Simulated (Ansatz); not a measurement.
**Effect of pressure 15 GPa on GeS**

The parent structure is GeS in the GeS type structure (space group Pnma, No. 62; a = 10.661 Å, b = 3.681 Å, c = 4.356 Å; layered, stacked along the Cartesian x axis).

Perturbation: cell and atoms relaxed at a pressure of 15 GPa.

Method: Kohn–Sham DFT with the PBE-D3(BJ) functional, run in Ansatz (a quantum-chemistry and plane-wave program) with PAW and 420 eV plane waves, no SOC. Settings: 3×9×8 k-points, 0.05 eV Fermi–Dirac smearing.

The density increases by 1.37 g/cm³ to 5.44 g/cm³ and the shortest interatomic distance shrinks by 0.078 Å to 2.384 Å. The enthalpy H = E + PV relative to the base's energy amounts to +1.66 eV/atom and the band gap goes from 1.24 eV to zero.

The mesh was chosen for an insulator and is coarse for the gapless case. Load acts through the strain it causes; cell and atoms are relaxed under it. No phonon test of stability was made. No other phases were tried under pressure. The final runs are not spin-polarised. The program warned that a D3 coordination switch lies within reach, so dispersion energies are less smooth here. A zero or small gap of GeS under pressure 15 GPa can be the functional's error rather than a property of the material.
